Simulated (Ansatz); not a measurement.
The cell is made up: elements placed on another compound's structure type, so the phase may be hypothetical.

The decay constant κ of evanescent states in the gap governs leakage through a thin film.

Consider the following.

```
CELL_PARAMETERS angstrom
      3.80408     0.00000    -0.00002
      0.00000     8.61745     0.00000
     -1.90202     0.00000     3.29443
ATOMIC_POSITIONS crystal
  Al 0.50007 0.33333 0.00000
  Al 0.00000 0.00000 0.50007
  Al 0.49993 0.66667 0.49993
  P  0.50004 0.83333 0.00000
  P  0.00000 0.50000 0.50004
  P  0.49996 0.16667 0.49996
```

Space group of this cell: P6_422. The cell was relaxed by PBE-D3(BJ); by PBEsol its mean pressure is 1.0 GPa.

Transport runs along the normal of the first two printed cell vectors.

The gap is the functional's own. No spin-orbit coupling. Mid-gap values are interpolated on the energy grid.

Compute, with PBEsol run with Ansatz (a first-principles code), the band gap and the smallest decay constant κ at mid-gap.

Gap 0.83 eV on a 10×4×10 mesh; κ = 0.134 1/Å, at the zone centre.
